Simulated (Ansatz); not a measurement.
Ga vacancy + Si on the Ga site (V_Ga+Si_Ga) in wurtzite GaN (start: the Ga site; Ga 3.21 Å away; 96-site cell, 2×2×2 shifted sampling). Method: PBE, PAW (plane waves to 420 eV; Ansatz, a first-principles code). Total energies of the localised charge states, counted from that of charge 0, and their image corrections (point charge with alignment); the host's valence-band maximum lies at 9.259 eV on the cells' energy zero and its gap is 1.71 eV.

```
charge         moment (μB)  E − E(first) (eV)  correction (eV)
------  ------------------  -----------------  ---------------
0                      2.0              0.000            0.013
−1                     1.0              9.503            0.500
−2      not spin-polarised             19.372            1.331
```

**Question.** Derive the transition levels above the valence-band maximum and say which of them are thermodynamic.

**Answer.** A level is the Fermi energy at which two charges have equal formation energy: ε(q/q′) = [E(q′) + corr(q′) − E(q) − corr(q)] / (q − q′) − E_VBM.
ε(0/−1) = [(9.503 + 0.500) − (0.000 + 0.013)] / 1 − 9.259 = 0.73 eV
ε(−1/−2) = [(19.372 + 1.331) − (9.503 + 0.500)] / 1 − 9.259 = 1.44 eV
Thermodynamic levels at least 0.1 eV inside the gap: (0/−1) at 0.73 eV; (−1/−2) at 1.44 eV. Corrections reach 1.33 eV, so the outer levels may be off by several tenths of an eV. Charges from 0 to −2 were run; one beyond them could lie lower near a band edge. The geometries come from one start. Flagged in the runs: a host whose relaxation on this sampling wasn't shown to rest.
